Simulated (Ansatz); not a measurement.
## What pressure 30 GPa does to TiAl3

The reference is TiAl$_{3}$ (space group I4/mmm, No. 139; a = 3.8459 Å, c = 8.6199 Å).

It is then changed as follows: a hydrostatic pressure of 30 GPa.

Computed with Ansatz (a first-principles code), PBE, PAW, cutoff 420 eV, without spin-orbit coupling. Settings: 17×17×17 k-points, 0.05 eV Fermi–Dirac smearing.

```csv
quantity,base,changed,shift
volume per atom,15.94 Å³,13.14 Å³,-2.795 Å³
density,3.36 g/cm³,4.07 g/cm³,+0.71 g/cm³
c/a ratio,2.241,2.233,-0.0087
band gap,zero,zero,–
```

Load acts through the strain it causes; cell and atoms are relaxed under it. Stability against distortions was not tested. Competing high-pressure phases were not computed. All final runs are without spin polarisation.
